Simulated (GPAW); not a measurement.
**A self-consistent single point of VFe3 (I4/mmm, 4 atoms in the cell) with GPAW**

Computed with PBEsol, GPAW PAW datasets PBEsol (made by gpaw-setup) (plane waves; GPAW).

This input was run:

```python
from ase import Atoms
from ase.units import GPa
from gpaw import GPAW, PW

atoms = Atoms(['V', 'Fe', 'Fe', 'Fe'],
              cell=[[-2.043675, 2.043675, 2.897130],
                    [2.043675, -2.043675, 2.897130],
                    [2.043675, 2.043675, -2.897130]],
              scaled_positions=[[0.500000, 0.500000, 0.000000],
                                [0.750000, 0.250000, 0.500000],
                                [0.250000, 0.750000, 0.500000],
                                [0.000000, 0.000000, 0.000000]],
              pbc=True)

atoms.set_initial_magnetic_moments([2.0, 4.0, 4.0, 4.0])

calc = GPAW(spinpol=True,
            mode=PW(850),
            xc='PBEsol',
            kpts={'size': (6, 6, 6), 'gamma': True},
            occupations={'name': 'methfessel-paxton', 'width': 0.272, 'order': 0},
            nbands=-10,
            symmetry={'symmorphic': False, 'tolerance': 0.0005},
            maxiter=100,
            txt='-')

atoms.calc = calc

energy = atoms.get_potential_energy()
print('Energy (eV):', round(energy, 6))
forces = atoms.get_forces()
print('Forces (eV/Ang):')
print(forces.round(5))
stress = atoms.get_stress()
print('Stress (GPa, Voigt):', (stress / GPa).round(4))
```

The program printed (abridged):

```
Input parameters:
  kpts: {gamma: True,
         size: (6, 6, 6)}
  maxiter: 100
  mode: {ecut: 850.0,
         name: pw}
  nbands: -10
  occupations: {name: methfessel-paxton,
                order: 0,
                width: 0.272}
  spinpol: True
  symmetry: {symmorphic: False,
             tolerance: 0.0005}
  xc: PBEsol

species:
  V:
    name: Vanadium
    Z: 23.0
    valence: 13
    core: 10
    charge: 0.0
    file: V.PBEsol.gz

    # Using partial waves for V as LCAO basis

  Fe:
    name: Iron
    Z: 26.0
    valence: 8
    core: 18
    charge: 0.0
    file: Fe.PBEsol.gz

    # Using partial waves for Fe as LCAO basis

Reference energy: -129554.187342  # eV

Spin-polarized calculation.
Initial magnetic moment: 14.000000

Convergence criteria:
 Maximum [total energy] change in last 3 cyles: 0.0005 eV / valence electron
 Maximum integral of absolute [dens]ity change: 0.0001 electrons / valence electron
 Maximum integral of absolute [eigenst]ate change: 4e-08 eV^2 / valence electron
 Maximum number of scf [iter]ations: 100

Symmetries present (total): 16
Symmetries with fractional translations: 0
216 k-points: 6 x 6 x 6 Monkhorst-Pack grid + [1/12,1/12,1/12]
30 k-points in the irreducible part of the Brillouin zone
       k-points in crystal coordinates                weights
   0:     0.00000000    0.00000000    0.00000000          1/216
   1:     0.16666667   -0.16666667    0.00000000          4/216
   2:     0.16666667   -0.16666667    0.16666667          4/216
   [... 7 lines left out ...]
          ...
  29:     0.50000000    0.50000000    0.50000000          1/216

Wave functions: Plane wave expansion
  Cutoff energy: 850.000 eV
  Number of coefficients (min, max): 2709, 2764
  Pulay-stress correction: 0.000000 eV/Ang^3 (de/decut=0.000000)

Occupation numbers: Methfessel-Paxton:
  width: 0.2720  # eV
  order: 0

Eigensolver

Densities:
  Coarse grid: 28*28*28 grid
  Fine grid: 56*56*56 grid
  Total Charge: 0.000000

Density mixing:
  Method: difference
  Backend: pulay
  Linear mixing parameter: 0.05
  old densities: 5
  Damping of long wavelength oscillations: 50

Hamiltonian:
  XC and Coulomb potentials evaluated on a 56*56*56 grid
  External potential:
    NoExternalPotential

XC parameters: PBEsol with 2 nearest neighbor stencil

Number of atoms: 4
Number of atomic orbitals: 40
Number of bands in calculation: 35
Number of valence electrons: 37
Bands to converge: occupied

Density initialized from atomic densities
  35 bands from LCAO basis set

Atomic positions and initial magnetic moments

Positions:
   0 V      0.000000    0.000000    2.897130    ( 0.0000,  0.0000,  2.0000)
   1 Fe     0.000000    2.043675    1.448565    ( 0.0000,  0.0000,  4.0000)
   2 Fe     2.043675    0.000000    1.448565    ( 0.0000,  0.0000,  4.0000)
   3 Fe     0.000000    0.000000    0.000000    ( 0.0000,  0.0000,  4.0000)

Unit cell:
           periodic     x           y           z      points  spacing
  1. axis:    yes   -2.043675    2.043675    2.897130    28     0.1193
  2. axis:    yes    2.043675   -2.043675    2.897130    28     0.1193
  3. axis:    yes    2.043675    2.043675   -2.897130    28     0.1032

  Lengths:   4.092258   4.092258   4.092258
  Angles:  120.079335 120.079335  89.862642

Effective grid spacing dv^(1/3) = 0.1302

     iter     time        total  log10-change:  magmom
                         energy   eigst   dens
iter:   1 --:--:--   -36.560742                   +14.0278
iter:   2 --:--:--   -38.364257   -0.86  -1.41    +9.6032
iter:   3 --:--:--   -38.896201   -1.74  -1.42    +4.9642
iter:   4 --:--:--   -38.851860   -2.28  -1.48    +5.2170
iter:   5 --:--:--   -38.667257   -2.24  -1.56    +5.1199
iter:   6 --:--:--   -38.655149   -2.32  -1.76    +5.1043
iter:   7 --:--:--   -38.692095   -2.95  -1.99    +5.0869
iter:   8 --:--:--   -38.718025   -2.52  -2.07    +5.0842
iter:   9 --:--:--   -38.714799   -3.52  -2.33    +5.0856
iter:  10 --:--:--   -38.717146c  -3.98  -2.48    +5.0928
iter:  11 --:--:--   -38.718361c  -4.14  -2.51    +5.0935
iter:  12 --:--:--   -38.717908c  -4.35  -2.74    +5.0830
iter:  13 --:--:--   -38.717131c  -4.69  -3.03    +5.0777
iter:  14 --:--:--   -38.717002c  -5.55  -3.14    +5.0770
iter:  15 --:--:--   -38.717089c  -5.68  -3.37    +5.0787
   [... 7 lines left out ...]
iter:  23 --:--:--   -38.717178c  -7.27  -3.96    +5.0819
iter:  24 --:--:--   -38.717168c  -7.28  -3.93    +5.0816
iter:  25 --:--:--   -38.717169c  -6.03  -4.00    +5.0818
iter:  26 --:--:--   -38.717187c  -7.36  -3.67    +5.0817
iter:  27 --:--:--   -38.717315c  -6.02  -3.61    +5.0808
iter:  28 --:--:--   -38.717283c  -7.70c -3.38    +5.0804
iter:  29 --:--:--   -38.717287c  -8.19c -3.44    +5.0803
iter:  30 --:--:--   -38.717302c  -8.37c -3.43    +5.0803
iter:  31 --:--:--   -38.717272c  -7.60c -3.41    +5.0803
iter:  32 --:--:--   -38.717216c  -6.86  -3.45    +5.0805
iter:  33 --:--:--   -38.717206c  -6.54  -3.61    +5.0804
iter:  34 --:--:--   -38.717205c  -6.98  -3.77    +5.0806
iter:  35 --:--:--   -38.717190c  -6.67  -3.70    +5.0810
iter:  36 --:--:--   -38.717195c  -7.55c -4.00c   +5.0805

Converged after 36 iterations.

Dipole moment: (-0.000000, 0.000000, -0.000000) |e|*Ang

Total magnetic moment: (0.000000, 0.000000, 5.080531)
Local magnetic moments:
   0 V  ( 0.000000,  0.000000, -0.912991)
   1 Fe ( 0.000000,  0.000000,  1.870232)
   2 Fe ( 0.000000,  0.000000,  1.870232)
   3 Fe ( 0.000000,  0.000000,  2.454957)

Energy contributions relative to reference atoms: (reference = -129554.187342)

Kinetic:         +4.796188
Potential:       -4.974978
External:        +0.000000
XC:             -38.871625
Entropy (-ST):   -0.093110
Local:           +0.379774
SIC:             +0.000000
--------------------------
Free energy:    -38.763750
Extrapolated:   -38.717195

Spin contamination: 1.196546 electrons
Showing only first 2 kpts
                      Up                     Down
 Kpt  Band  Eigenvalues  Occupancy  Eigenvalues  Occupancy
  0    16      8.55885    1.00000     11.04711    0.00000
  0    17      8.56443    1.00000     11.06629    0.00000
  0    18      8.89281    1.00000     11.17779    0.00000
  0    19      8.90258    1.00000     11.18404    0.00000

  1    16      8.38793    1.00000     10.72883    0.00000
  1    17      8.63145    1.00000     11.12285    0.00000
  1    18      8.88597    1.00000     11.16864    0.00000
  1    19      8.93438    1.00000     11.17215    0.00000

Fermi level: 9.85210

No gap
No difference between direct/indirect transitions
Energy (eV): -38.717195

Forces in eV/Ang:
  0 V     0.00000    0.00000    0.00000
  1 Fe   -0.00000    0.00000    0.00000
  2 Fe   -0.00000   -0.00000    0.00000
  3 Fe    0.00000   -0.00000    0.00000

Stress tensor:
     0.080407     0.000000    -0.000000
     0.000000     0.080407     0.000000
    -0.000000     0.000000     0.082021
Stress (GPa, Voigt): [12.8826 12.8826 13.1412  0.     -0.      0.    ]
```

The run converged in 36 iterations. GPAW prints stress with tension positive.

The starting cell comes from a database of computed structures (which also holds hypothetical and non-ambient phases and stackings), without a prior relaxation at this level. The magnetic order is the one reached from the typed start; others were not searched systematically. With a pressure of about -13 GPa the cell is away from its equilibrium volume at this level.

Cost on one core of a shared machine: roughly 6 min.
